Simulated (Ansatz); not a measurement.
## Be: transverse stress against strain

Be (hcp, P6_3/mmc, 7.907 Å³/atom at rest, c along z) under a strain ε along c (axis z), the other axes held. PBE in Ansatz, a plane-wave DFT program (PAW, default set), 420 eV, 29×29×16 Γ-centred mesh, Fermi-Dirac smearing 0.10 eV; ions are relaxed within the symmetry of each cell. Stress is positive for a compressed cell.

Here s stands for strain and y for stress xx.

| strain (%) | stress xx (GPa) |
|---|---|
| -3.00 | ? |
| -1.50 | 0.21 |
| -1.00 | 0.12 |
| -0.50 | 0.05 |
| 0.00 | -0.01 |
| 0.50 | -0.05 |
| 1.00 | -0.10 |
| 1.50 | -0.13 |

Task: Fit y against s with a straight line, and predict the withheld value at s = -3.00.

Result: Means: s 0, y 0.013. About the means, the sum of products is -0.78000 and the sum of squares of s is 7.0000; the slope is their ratio. Least squares gives y = 0.013 - 0.1114·s. Residuals (row less fit): 0.030, -0.004, -0.019, -0.023, -0.007, -0.002, 0.024; standard error 0.022 (degrees of freedom: 5). The slope gives the elastic constant C13 = 11.1 ± 0.8 GPa. At the withheld row, y = 0.013 - 0.1114 × (-3.0) = 0.347 GPa. The calculation gives 0.54 GPa, 0.193 GPa above the prediction (28.8 % of the range of y in the table). The row lies outside the fitted rows, so this is an extrapolation. From the scatter of the fitted rows alone, a prediction at this place has a standard error of 0.034 GPa, so the miss is 5.7 times that.

One order more, fitted to all 13 runs of the series, follows each within 0.01, so the miss is the next term of a smooth law. In a metal these values are sensitive to mesh and smearing; energies are taken to zero smearing, stresses follow the free energy. Rows are the converged runs of the series near zero and its far end; series whose fitted rows scatter by over a few per cent of the range, as at a crossing or softening among them, aren't shown in this form. Most that stay on the fit to the last digits aren't either.
